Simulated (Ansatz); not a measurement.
Abridged Ansatz (a first-principles code) output:

```
Pseudopotential: Pd, paw, valence charge 18
Crystal: 1 atoms, lattice volume = 14.668 Å³
Basis set: ecut = 420 eV, 321 PW (Γ), exchange–correlation on 36×36×36 points (8 copies of the dense FFT grid, shifted against one another)
Bands: 13, of which v1, the nominal top of the filled ones, is band 9 counted from 1 (8 counted from 0)
Symmetry: 48 space group operations
k-points: 286 of 9261
Functional: x = pbesol(κ = 0.804, μ = 0.12345679012345678), c = pbesol(β = 0.046)
SCF iter   1: F=—  HF=-6907.742418 eV  |F-HF|=—  |Δ(HF+E_count)|=         —  Δρ=1.65e-1  dr2=3.98e0  ethr=3.10e-3  ⟨swp⟩=5.1  Hψ=18826  notcnv=0
SCF iter   2: F=—  HF=-6906.885006 eV  |F-HF|=—  |Δ(HF+E_count)|=   8.57e-1  Δρ=8.40e-2  dr2=6.77e-1  ethr=3.10e-3  ⟨swp⟩=2.7  Hψ=9957  notcnv=0
SCF 1 converged in 8 iterations: F = -6906.652943 eV  dr2 = 8.24e-14
SCF converged after 8 iterations
Free energy (F): -6906.652943 eV
Internal energy: -6906.642470 eV  (E = F + TS)
E sigma→0 (E₀):  -6906.647706 eV
Entropy (-TS):   -0.010473 eV (-10.473 meV/atom)
Fermi energy:    19.616586 eV
--- Forces (eV/Å), atoms counted from 1 ---
  atom   1  Pd    -0.00000000     0.00000000    -0.00000000
--- Stress (GPa, compression-positive) ---
       -0.000567       0.000000      -0.000000
        0.000000      -0.000567       0.000000
       -0.000000       0.000000      -0.000567
  P = ⅓ Tr σ = -0.0006 GPa (-0.006 kbar)
```

### Question
What was computed, and what are the main results?

### Answer
Pd, 1 atom in the cell, with PBEsol in Ansatz (plane waves to 420 eV, PAW, without spin-orbit coupling), earlier PAW set. The last SCF converged to F = -6906.652943 eV, or -6906.6529 eV per atom, at a pressure of 0.00 GPa. The total energy compares only with runs of the same code, potentials and settings.

Whether these cells are dynamically stable was not tested. All final runs are without spin polarisation. The cell was made from W by this change: W → Pd; the result is a model cell, its experimental status unchecked. This is not the structure that Pd has at room temperature and ambient pressure.
